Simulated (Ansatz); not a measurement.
Start from PdGe (space group Pnma, No. 62).

```
CELL_PARAMETERS angstrom
      5.77813     0.00000     0.00000
      0.00000     3.56287     0.00000
      0.00000     0.00000     6.27947
ATOMIC_POSITIONS crystal
  Ge 0.81443 0.75000 0.57792
  Ge 0.18557 0.25000 0.42208
  Ge 0.68557 0.25000 0.07792
  Ge 0.31443 0.75000 0.92208
  Pd 0.99677 0.75000 0.19118
  Pd 0.00323 0.25000 0.80882
  Pd 0.50323 0.25000 0.69118
  Pd 0.49677 0.75000 0.30882
```

Cartesian axes are those of the cell as printed.

All numbers come from r2SCAN (Ansatz, a first-principles code; PAW; 500 eV plane waves; no SOC), earlier PAW set.

Before the change:

Pressure: 0.0 GPa
Shortest interatomic distance: 2.495 Å

Perturbation: uniaxial strain ε_xx = +2.60 %, all other strain components held at zero, atoms relaxed at fixed cell.

### Question
How does this affect the largest internal atomic displacement, pressure, energy relative to the base and shortest interatomic distance?

### Answer
The largest internal atomic displacement is 0.017 Å; the pressure (mean of the normal stresses, compression positive) goes from zero to -3.3 GPa; the energy goes up by 6.5 meV/atom; the shortest interatomic distance rises by 0.020 Å to 2.515 Å.

Without a gap, meshes like the base's 8×13×8 leave anisotropic stresses uncertain by several tenths of a GPa, and small strain energies with them. Whether these cells are dynamically stable was not tested. All final runs are without spin polarisation.
